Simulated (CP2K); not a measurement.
Input and output of a self-consistent single point for Sn (Fd-3m, 2 atoms in the cell) (CP2K).

Method of the run: LDA (Pade form), GPW, DZVP-MOLOPT-SR-GTH basis, GTH-PADE potentials (GTH_POTENTIALS) run with CP2K 2026.2.

```
CELL_PARAMETERS angstrom
      4.74788     0.00000     0.00000
      2.37394     4.11178     0.00000
      2.37394     1.37059     3.87662
ATOMIC_POSITIONS crystal
  Sn 0.00000 0.00000 0.00000
  Sn 0.25000 0.25000 0.25000
```

Reference input (self-consistent single point, DFT LDA (Pade form), GPW, DZVP-MOLOPT-SR-GTH basis, GTH-PADE potentials (GTH_POTENTIALS)): CUTOFF = 400 Ry; REL_CUTOFF = 50 Ry; SMEAR/METHOD = GAUSSIAN; SIGMA = 0.272 eV; KPOINTS/SCHEME = MONKHORST-PACK 9 9 9; XC_FUNCTIONAL = PADE; Sn/BASIS_SET = DZVP-MOLOPT-SR-GTH-q4; Sn/POTENTIAL = GTH-PADE-q4; METHOD = GPW; EPS_DEFAULT = 1e-10; NGRIDS = 4; SCF_GUESS = ATOMIC. This run's input differs from it in these lines:

```diff
@@ -35,3 +35,3 @@
         METHOD GAUSSIAN
-        SIGMA [eV] 0.272
+        SIGMA [eV] 0.15
       &END SMEAR
```

The program printed (abridged):

```
 SCF WAVEFUNCTION OPTIMIZATION

  Step     Update method      Time    Convergence         Total energy    Change
     1 NoMix/Diag. 0.20E+00      -     0.40296121        -7.1321377782 -7.13E+00
     2 Broy./Diag. 0.20E+00      -     0.00102638        -7.1679354767 -3.58E-02
     3 Broy./Diag. 0.20E+00      -     0.00461956        -7.1191719974  4.88E-02
     4 Broy./Diag. 0.20E+00      -     0.00002883        -7.1298802897 -1.07E-02
     5 Broy./Diag. 0.20E+00      -     0.00008438        -7.1280760204  1.80E-03
     6 Broy./Diag. 0.20E+00      -     0.00000977        -7.1280091067  6.69E-05
     7 Broy./Diag. 0.20E+00      -     0.00003109        -7.1282376116 -2.29E-04
     8 Broy./Diag. 0.20E+00      -     0.00000031        -7.1282752839 -3.77E-05
     9 Broy./Diag. 0.20E+00      -     0.00000109        -7.1282875097 -1.22E-05
    10 Broy./Diag. 0.20E+00      -     5.6837E-09        -7.1282884800 -9.70E-07
  *** SCF run converged in    10 steps ***

  Overlap energy of the core charge distribution:               0.00000000157075
  Self energy of the core charge distribution:                -14.92071625911422
  Core Hamiltonian energy:                                      2.97738891761615
  Hartree energy:                                               6.83491454622782
  Exchange-correlation energy:                                 -2.01972369668547
  Smearing free energy correction:                             -0.00015198964978
  Fermi energy:                                                 0.07390839509809

  Total energy:                                                -7.12828848003556
  Total energy (extrapolated to sigma->0):                     -7.12821248521067

   [... lines left out ...]

 STRESS| Analytical stress tensor [bar]
 STRESS|                        x                   y                   z
 STRESS|      x       -4.48010451171E+04   2.01468374903E-03   1.42459443748E-03
 STRESS|      y        2.01468374903E-03  -4.48009968762E+04  -1.85201398409E-02
 STRESS|      z        1.42459443748E-03  -1.85201398409E-02  -4.48009493727E+04
 STRESS| 1/3 Trace                                            -4.48009971220E+04
```

The run converged in 10 iterations. Against the reference run the free energy goes up by 2.0 meV/atom and the pressure moves little (-4.46 to -4.48 GPa).

The starting cell comes from a database of computed structures (which also holds hypothetical and non-ambient phases and stackings), without a prior relaxation at this level. Its lattice was rescaled by a random factor within 2.5 % of one. Values carry the incompleteness of an atom-centred basis. With a pressure of about -4 GPa the cell is away from its equilibrium volume at this level.

Cost on one core of a shared machine: roughly 50 s.
